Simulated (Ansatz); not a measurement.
The starting structures come from a database of crystals and need not be the phases stable at ambient conditions.

Consider the following.

```
AlO4P
1.0
    5.11334     0.00000     0.00000
   -2.55667    12.09423     0.00000
    2.55667     1.62141     4.12077
Al P O
3 3 12
Direct
  0.33333   0.83333   0.66667
  0.66667   0.16667   0.83333
  0.50000   0.50000   0.00000
  0.00000   0.00000   0.50000
  0.83333   0.33333   0.16667
  0.16667   0.66667   0.33333
  0.67682   0.25595   0.51717
  0.81616   0.58928   0.60471
  0.72863   0.92262   0.49825
  0.83508   0.25595   0.97093
  0.36240   0.58928   0.21673
  0.11661   0.92262   0.65651
  0.18384   0.41072   0.01015
  0.27137   0.07738   0.14950
  0.16492   0.74405   0.06196
  0.63760   0.41072   0.16841
  0.88339   0.07738   0.69574
  0.32318   0.74405   0.44994
```

Space group of this cell: P6_422. The cell is taken as given; by PBEsol its mean pressure is 3.3 GPa.

Transport runs along the normal of the first two printed cell vectors, the (101) plane of the conventional cell.

The gap is the functional's own. No spin-orbit coupling. Mid-gap values are interpolated on the energy grid.

**Question.** Estimate the band gap and the smallest decay constant κ at mid-gap that PBEsol (Ansatz, a program for electronic structure) returns for this system.

**Answer.** Gap 5.60 eV on a 8×8×8 mesh; κ = 0.499 1/Å, at the zone centre.
